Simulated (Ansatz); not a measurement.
Ansatz (a program for electronic structure) run on Ga (Cm, 4 atoms in the cell): self-consistent single point.

Level of theory: PBEsol, default PAW files made with PBE (plane waves; Ansatz).

```
CELL_PARAMETERS angstrom
      2.24870    -3.81085     0.00000
      2.24870     3.81085     0.00000
      0.00000     0.00000     4.50735
ATOMIC_POSITIONS crystal
  Ga 0.15490 0.84510 0.93009
  Ga 0.34510 0.65490 0.41900
  Ga 0.65490 0.34510 0.58100
  Ga 0.84510 0.15490 0.08100
```

Reference input (self-consistent single point, DFT, PBEsol, plane waves, default PAW files made with PBE): basis.ecutwfc = 420 eV; kpoints.mp_grid.grid = 7 7 5; hamiltonian.xc = pbesol; hamiltonian.pseudopotentials = {kind: paw} (the program's default PAW files); scf.occupations.method = gaussian; scf.occupations.width = 0.1 eV. This run's input differs from it in these lines:

Ansatz 0.2 input:
```diff
@@ -14,3 +14,3 @@
   mp_grid:
-    grid: [7, 7, 5]
+    grid: [12, 12, 8]
 hamiltonian:
@@ -21,4 +21,4 @@
   occupations:
-    method: gaussian
-    width: 0.1
+    method: cold
+    width: 1.0
 output:
```

Log, with long lists cut:

```
SCF iter   1: F=—  HF=-14972.725287 eV  |F-HF|=—  |Δ(HF+E_count)|=         —  Δρ=2.17e-3  dr2=3.65e-3  ethr=1.77e-3  ⟨swp⟩=5.0  Hψ=38365  notcnv=0
all-band conjugate gradients solve this SCF's bands
preconditioner: auto → Kerker (q_TF=auto, 2.554 Å⁻¹)
SCF iter   2: F=—  HF=-14972.721349 eV  |F-HF|=—  |Δ(HF+E_count)|=   3.94e-3  S|Δr|=    0.00e0  Δρ=1.49e-3  dr2=1.80e-3  ethr=7.02e-6  ⟨swp⟩=2.7  Hψ=21810  notcnv=0
   [... lines left out ...]
SCF iter   8: F=—  HF=-14972.720973 eV  |F-HF|=—  |Δ(HF+E_count)|=   1.28e-7  S|Δr|=    0.00e0  Δρ=2.49e-5  dr2=2.33e-7  ethr=9.68e-10  ⟨swp⟩=2.0  Hψ=17151  notcnv=0
SCF iter   9: F=-14972.720973 eV  HF=-14972.720973 eV  |F-HF|=2.60e-8  |Δ(HF+E_count)|=   1.24e-7  S|Δr|=    0.00e0  Δρ=6.57e-6  dr2=1.75e-8  ethr=1.92e-10  ⟨swp⟩=4.2  Hψ=46944  notcnv=0
the search or the solves at the SCF's close seem to have found levels that the self-consistency loop had missed (the run counts 1) …
SCF 1 converged in 9 iterations: F = -14972.720973 eV  dr2 = 1.75e-8
Stability not checked (fill_not_monotonic)
Free energy (F): -14972.720973 eV
Internal energy: -14972.860978 eV  (E = F + TS)
E sigma→0 (E₀):  -14972.767641 eV
Entropy (-TS):   0.140005 eV (35.001 meV/atom)
Fermi energy:    9.031546 eV
--- Forces (eV/Å), atoms counted from 1 ---
  atom   1  Ga    -0.00000000    -0.18972930    -0.23664913
  atom   2  Ga     0.00000000     0.12824654     0.12038183
  atom   3  Ga    -0.00000000    -0.13750498     0.08479970
  atom   4  Ga     0.00000000     0.19898705     0.03146770
--- Stress (GPa, compression-positive) ---
       -1.553093       0.000000      -0.000000
        0.000000       0.365488      -0.247042
       -0.000000      -0.247042      -0.968914
  P = ⅓ Tr σ = -0.7188 GPa (-7.188 kbar)
  The stress holds the Pulay correction. Without it, at fixed plane waves, as pw.x and ABINIT print it: P = -0.7577 GPa
```

The run converged in 9 iterations. Against the reference run the free energy rises by 18.0 meV/atom, the pressure stays near -0.72 GPa while the xx stress (positive for compression) goes from -0.83 to -1.55 GPa and the largest force stays at 0.303 eV/Å.

The starting cell has typed, rounded lattice constants, without a prior relaxation at this level. Its lattice was rescaled by up to half a per cent. One atom was moved a little off its site on purpose. Ansatz's pressure includes its estimate of the finite-basis (Pulay) stress.

Cost on one core of a shared machine: roughly 2 min.
